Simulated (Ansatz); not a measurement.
For NbSi (model structure, started from the WC type, P-6m2, No. 187, 2 atoms in the cell), PBE-D3(BJ) (plane waves, PAW; Ansatz, a program for electronic structure) gives:

```
Quantity              Result
-------------------  -------
lattice parameter a  2.987 Å
c axis length        4.042 Å
```

What does r²SCAN (Ansatz, plane waves, PAW) give for the same quantities?


- lattice constant a: 3.036 Å (goes up by 1.6 %)
- lattice parameter c: 4.029 Å (shrinks by 0.3 %)

Changes are worked out from the printed values.

Unless a cell is named, each level is at its own relaxed cell (PBE-D3(BJ) 15.62, r²SCAN 16.08 Å³/atom).

Ansatz's density-functional and Hartree–Fock values are scalar-relativistic unless marked +SOC, with PAW data made under PBE.

A model structure was made by putting elements into a prototype or built by hand; it is no filed structure, need not be a known phase, and can be a saddle point held by its symmetry.
